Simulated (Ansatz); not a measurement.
Se interstitial in zinc-blende ZnSe (start: void with 4Se nearest; 64-site cell, 2×2×2 shifted sampling). These are PBE, PAW (plane waves to 420 eV; Ansatz, a first-principles code) values and carry that method's errors. Total energies of the localised charge states, counted from that of charge +1, and their image corrections (point charge with alignment); the host's valence-band maximum lies at 6.305 eV on the cells' energy zero and its gap is 1.15 eV.

```csv
charge,moment (μB),E − E(first) (eV),correction (eV)
+1,1.0,0.000,0.333
0,not spin-polarised,6.771,0.000
```

Derive the transition levels above the valence-band maximum and say which of them are thermodynamic.

A level is the Fermi energy at which two charges have equal formation energy: ε(q/q′) = [E(q′) + corr(q′) − E(q) − corr(q)] / (q − q′) − E_VBM.
ε(+1/0) = [(6.771 + 0.000) − (0.000 + 0.333)] / 1 − 6.305 = 0.13 eV
Thermodynamic levels at least 0.1 eV inside the gap: (+1/0) at 0.13 eV. They hold to tenths of an eV in this cell. Charges with a result: +1, 0, −1, −2. Others weren't obtained, and one of them could lie lower, also by skipping a charge. Charge −1 has its level within 0.1 eV of a band edge or past it. Charge −2 has its level within 0.1 eV of a band edge or past it. The geometries come from one start. Flagged in the runs: a strain field that reaches the edge of the cell.
